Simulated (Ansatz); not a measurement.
Worked example: zone-centre phonon calculation of MoS2 (R3m, 3 atoms in the cell) in Ansatz (an electronic-structure program).

Level of theory: PBE (plane waves, PAW; Ansatz).

```
MoS2
1.0
    1.60011     0.92382     6.51451
   -1.60011     0.92382     6.51451
    0.00000    -1.84765     6.51451
Mo S
1 2
Direct
  0.99978   0.99978   0.99978
  0.41294   0.41294   0.41294
  0.25330   0.25330   0.25330
```

Reference input (self-consistent single point, DFT, PBE, plane waves, default PAW files): basis.ecutwfc = 420 eV; kpoints.mp_grid.grid = 9 9 9; hamiltonian.xc = pbe; hamiltonian.pseudopotentials = {kind: paw} (the program's default PAW files); scf.occupations.method = fermi_dirac; scf.occupations.width = 0.01 eV. This run's input differs from it in these lines:

Ansatz 0.2 input:
```diff
@@ -17,7 +17,8 @@
 scf:
-  occupations: { method: fermi_dirac, width: 0.01 }
-output:
-  forces: true
-  eigenvalues: true
-  stress: true
+  occupations: { method: fixed }
+  convergence: { dr2_threshold: 1.0e-11 eV }
+phonons:
+  method: dfpt
+  dielectric: true
+  rigid_motions: translations
```

Output, abridged:

```
SCF iter   1: F=—  HF=-6762.797866 eV  |F-HF|=—  |Δ(HF+E_count)|=         —  Δρ=5.17e-3  dr2=4.59e-3  ethr=1.77e-3  ⟨swp⟩=5.0  Hψ=16274  notcnv=0  defer=383
all-band conjugate gradients solve this SCF's bands
preconditioner: auto → none
SCF iter   2: F=—  HF=-6762.803543 eV  |F-HF|=—  |Δ(HF+E_count)|=   5.68e-3  Δρ=3.29e-3  dr2=7.17e-3  ethr=1.76e-5  ⟨swp⟩=2.0  Hψ=7360  notcnv=0  defer=408
SCF iter   3: F=—  HF=-6762.804739 eV  |F-HF|=—  |Δ(HF+E_count)|=   1.20e-3  Δρ=2.73e-3  dr2=7.87e-3  ethr=1.76e-5  ⟨swp⟩=2.2  Hψ=5376  notcnv=0  defer=410
   [... lines left out ...]
SCF iter   8: F=—  HF=-6762.804727 eV  |F-HF|=—  |Δ(HF+E_count)|=   8.90e-8  Δρ=3.86e-6  dr2=3.92e-9  ethr=2.68e-9  ⟨swp⟩=2.0  Hψ=4915  notcnv=0
SCF iter   9: F=—  HF=-6762.804727 eV  |F-HF|=—  |Δ(HF+E_count)|=   1.26e-8  Δρ=6.39e-7  dr2=3.40e-10  ethr=1.51e-11  ⟨swp⟩=2.1  Hψ=6042  notcnv=0
SCF iter  10: F=—  HF=-6762.804727 eV  |F-HF|=—  |Δ(HF+E_count)|=  3.23e-10  Δρ=1.49e-7  dr2=1.58e-11  ethr=1.31e-12  ⟨swp⟩=2.0  Hψ=5083  notcnv=0
SCF iter  11: F=-6762.804727 eV  HF=-6762.804727 eV  |F-HF|=9.09e-13  |Δ(HF+E_count)|=  1.18e-11  Δρ=3.79e-8  dr2=1.35e-12  ethr=1.00e-12  ⟨swp⟩=7.9  Hψ=20024  notcnv=0
SCF 1 converged in 11 iterations: F = -6762.804727 eV  dr2 = 1.35e-12
DFPT response loops at Γ: preconditioner auto → Resta (q_TF=auto, 2.388 Å⁻¹)  ε∞=7.5 (no band partly filled) …
── the response to a field inside a basis, on 10×10×10 k-points: an SCF that follows is theirs, and a resumed run solves both again ──
Crystal: 3 atoms, lattice volume = 57.779 Å³
Bands: 14, of which v1, the nominal top of the filled ones, is band 13 counted from 1 (12 counted from 0)
k-points: 110 of 1000 (time reversal used)
Initial density: handed on by an earlier stage of this run
Initial wavefunctions: pseudopotential atomic-orbital guess (no wavefunctions were taken with the density)
   [... lines left out ...]
WARN: field response: ε∞ stands inside a basis, on 10×10×10 points …
Free energy (F): -6762.804727 eV
Fermi energy:    9.585599 eV
   [... lines left out ...]
        369.08      1             0.5511
        370.96      1             0.5511
        396.59      1             0.0002
        452.83      1             0.1156
  optical modes at Γ + LO–TO along q̂ = [0.0000, 0.0000, 1.0000]:
      ω (cm⁻¹)  modes    IR ((D/Å)²/amu)
        274.76      2             0.0000
        369.08      2             1.1023
        396.59      1             0.0002
        453.77      1             0.1157
```

The run converged in 19 iterations. 

Summary of the result:
```
Item                                                                                                                     Result
----------------------------------------------------------------------------------------  -------------------------------------
Free energy E − TS (on the zero of these files)                                                                   -6762.8047 eV
Top of the valence band (on the code's own zero)                                                                        9.59 eV
Gap on the k-point mesh                                                                                                 1.08 eV
Zone-centre frequencies (cm⁻¹; negative means imaginary)                                  0, 0, 0, 275, 275, 369, 369, 397, 453
ε∞ at this k-point mesh, which may be far from converged in small-gap cells (xx, yy, zz)                       14.6, 14.6, 5.01
Born charges at this mesh (mean of the diagonal, e)                                                    Mo -0.79, S 0.39, S 0.40
```

The starting cell comes from a database of computed structures (which also holds hypothetical and non-ambient phases and stackings), without a prior relaxation at this level. Its lattice was rescaled by up to half a per cent. The frequencies listed for the zone centre hold no LO-TO term.

Cost on one core of a shared machine: roughly 5 min.
